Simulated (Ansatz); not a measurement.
Worked example: self-consistent single point of CaSi₂Ni₂ (I4/mmm, 5 atoms in the cell) in Ansatz (a first-principles code).

Level of theory: PBEsol, PAW files made with PBE (plane waves; Ansatz).

The change in words: lattice scaled by 0.98. Reference geometry:
```
Ca(SiNi)2
1.0
   -1.98138     1.98138     4.82047
    1.98138    -1.98138     4.82047
    1.98138     1.98138    -4.82047
Ca Si Ni
1 2 2
Direct
  0.00000   0.00000   0.00000
  0.63068   0.63068   0.00000
  0.36932   0.36932   0.00000
  0.75000   0.25000   0.50000
  0.25000   0.75000   0.50000
```

Reference input (self-consistent single point, DFT, PBEsol, plane waves, PAW files made with PBE): kpoints.mp_grid.grid = 9 9 9; hamiltonian.xc = pbesol; hamiltonian.pseudopotentials = {kind: paw} (the program's default PAW files); scf.occupations.method = gaussian; scf.occupations.width = 0.01 Ry. This run's input differs from it in these lines:

Ansatz 0.2 input:
```diff
@@ -2,11 +2,11 @@
   lattice:
-    - [-1.98137800, 1.98137800, 4.82047200]
-    - [1.98137800, -1.98137800, 4.82047200]
-    - [1.98137800, 1.98137800, -4.82047200]
+    - [-1.94175000, 1.94175000, 4.72406300]
+    - [1.94175000, -1.94175000, 4.72406300]
+    - [1.94175000, 1.94175000, -4.72406300]
   atoms:
     - { symbol: Ca, position_ang: [0.00000000, 0.00000000, 0.00000000] }
-    - { symbol: Si, position_ang: [0.00000000, -0.00000000, 6.08035056] }
-    - { symbol: Si, position_ang: [-0.00000000, 0.00000000, 3.56059344] }
-    - { symbol: Ni, position_ang: [0.00000000, 1.98137800, 2.41023600] }
-    - { symbol: Ni, position_ang: [1.98137800, 0.00000000, 2.41023600] }
+    - { symbol: Si, position_ang: [0.00000000, -0.00000000, 5.95874411] }
+    - { symbol: Si, position_ang: [0.00000000, -0.00000000, 3.48938189] }
+    - { symbol: Ni, position_ang: [-0.00000000, 1.94175000, 2.36203150] }
+    - { symbol: Ni, position_ang: [1.94175000, 0.00000000, 2.36203150] }
 kpoints:
```

Log, with long lists cut:

```
SCF iter   1: F=—  HF=-14650.921289 eV  |F-HF|=—  |Δ(HF+E_count)|=         —  Δρ=9.03e-2  dr2=4.56e0  ethr=3.10e-3  ⟨swp⟩=7.3  Hψ=11699  notcnv=0
all-band conjugate gradients solve this SCF's bands
preconditioner: auto → Kerker (q_TF=auto, 2.605 Å⁻¹)
SCF iter   2: F=—  HF=-14650.255517 eV  |F-HF|=—  |Δ(HF+E_count)|=   6.66e-1  Δρ=2.52e-2  dr2=4.59e-1  ethr=3.10e-3  ⟨swp⟩=3.7  Hψ=4837  notcnv=0  defer=62
   [... lines left out ...]
SCF iter   5: F=—  HF=-14650.118396 eV  |F-HF|=—  |Δ(HF+E_count)|=   1.74e-3  Δρ=6.06e-4  dr2=1.50e-4  ethr=2.94e-5  ⟨swp⟩=2.1  Hψ=3024  notcnv=0  defer=62
SCF iter   6: F=—  HF=-14650.118485 eV  |F-HF|=—  |Δ(HF+E_count)|=   8.91e-5  Δρ=2.60e-4  dr2=4.45e-5  ethr=2.78e-7  ⟨swp⟩=2.0  Hψ=4487  notcnv=0  defer=63
SCF iter   7: F=—  HF=-14650.118496 eV  |F-HF|=—  |Δ(HF+E_count)|=   1.05e-5  Δρ=5.03e-5  dr2=2.01e-6  ethr=8.24e-8  ⟨swp⟩=2.4  Hψ=3934  notcnv=0  defer=63
SCF iter   8: F=-14650.118495 eV  HF=-14650.118495 eV  |F-HF|=3.22e-8  |Δ(HF+E_count)|=   3.77e-7  Δρ=1.20e-5  dr2=7.04e-8  ethr=1.85e-10  ⟨swp⟩=9.1  Hψ=13441  notcnv=0
SCF 1 converged in 8 iterations: F = -14650.118495 eV  dr2 = 7.04e-8
Free energy (F): -14650.118495 eV
Internal energy: -14650.094060 eV  (E = F + TS)
E sigma→0 (E₀):  -14650.106278 eV
Entropy (-TS):   -0.024435 eV (-4.887 meV/atom)
Fermi energy:    12.556533 eV
--- Forces (eV/Å), atoms counted from 1 ---
  atom   1  Ca    -0.00000000     0.00000000     0.00000000
  atom   2  Si     0.00000000     0.00000000    -0.36373753
  atom   3  Si     0.00000000     0.00000000     0.36373753
  atom   4  Ni    -0.00000000     0.00000000     0.00000000
  atom   5  Ni     0.00000000    -0.00000000     0.00000000
--- Stress (GPa, compression-positive) ---
        6.348284       0.000000       0.000000
        0.000000       6.348284       0.000000
        0.000000      -0.000000       6.059016
  P = ⅓ Tr σ = 6.2519 GPa (62.519 kbar)
  The stress holds the Pulay correction. Without it, at fixed plane waves, as pw.x and ABINIT print it: P = 6.2269 GPa
```

The run converged in 8 iterations. Against the reference run the free energy goes up by 10.8 meV/atom, the pressure goes from -1.92 to 6.25 GPa and the largest force goes from 0.002 to 0.364 eV/Å.

The starting cell comes from a database of computed structures (which also holds hypothetical and non-ambient phases and stackings), without a prior relaxation at this level. Its lattice was rescaled by a random factor within 2.5 % of one. For this run, on top of that: lattice scaled by 0.98. Spin polarisation is off. With a pressure of about 6 GPa the cell is away from its equilibrium volume at this level. Ansatz's pressure includes its estimate of the finite-basis (Pulay) stress.
